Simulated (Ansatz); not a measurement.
Start from MgTe in the zinc blende structure (space group F-43m, No. 216; a = 6.368 Å). Axes: x, y, z lie along the cube axes.

Method: LDA (Ansatz, an electronic-structure program, PAW, no spin-orbit coupling).

Before the change:

The valence-band top at Γ is 0.00, 0.00, 0.00 eV and the pressure is 0.01 GPa.

It is then changed as follows: uniaxial strain ε_zz = +1.00 %, all other strain components held at zero, atoms relaxed at fixed cell.

Question: What does the calculation give for the energy relative to the base after the change?

Answer: The energy grows by 0.5 meV/atom.

Question: Estimate the effect on the valence-band top at Γ.

Answer: The valence-band top at Γ (three highest levels, from the VBM) changes from 0.00, 0.00, 0.00 eV to 0.00, 0.00, -0.03 eV.

Question: Predict the new pressure.

Answer: The pressure (mean of the normal stresses, compression positive) drops by 0.38 GPa to -0.37 GPa.

Spin-orbit coupling, missing from the scalar runs, can matter with Te. The levels and masses belong to the bands next to the band gap. Whether these cells are dynamically stable was not tested.
